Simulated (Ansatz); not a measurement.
BN, response to strain

The parent structure is BN in the wurtzite structure (space group P6_3mc, No. 186; a = 2.5232 Å, c = 4.1751 Å). Axes: x lies along a and z along c of the hexagonal cell.

Strains are applied to the cell and any free atomic positions relax.

Computed with LDA, PAW, 420 eV (Ansatz, an electronic-structure program; without spin-orbit coupling).

Notes on the quantities. energy relative to the base: free energy F.

```tsv
uniaxial strain ε_zz (%)	energy relative to the base (meV/atom)
-3	18.8
-2.4	11.9
-1.8	6.6
-1.2	2.9
-0.6	?
0	0.0
```

Fit ΔE = Aε² + Bε³ (ε in %) to the rows shown and predict the withheld row.

Least squares on the printed values gives A = 1.96 and B = -0.041 meV/atom (largest residual 0.0 meV/atom); this predicts 0.7 meV/atom, and the run gives 0.7 meV/atom, in agreement.

No phonon test of stability was made.
